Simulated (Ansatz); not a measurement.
Consider TiC in the rock salt structure (space group Fm-3m, No. 225; a = 4.3278 Å). Axes: x, y, z lie along the cube axes.

The values are results of r2SCAN (Ansatz, a first-principles code, PAW, no SOC), not measurements.

Now apply this change: every lattice vector is shortened by 2.38 %, atoms relaxed at fixed cell.

Question: Predict the stress tensor and what it implies for the stiffness.

Answer: Stress of the strained cell less that of the base (GPa, compression positive):
```
   21.9     0.0     0.0
    0.0    21.9     0.0
    0.0     0.0    21.9
```

Then B = −ΔP/(ΔV/V₀) with ΔV/V₀ = -0.0697 gives secant stiffness values (nonlinear terms included at this strain): B ≈ 314 GPa.

As a check, the harmonic strain energy −½ V₀ Δσ:ε is 49 meV/atom; the computed energy rise is 45 meV/atom.

No phonon test of stability was made. The final runs are not spin-polarised.
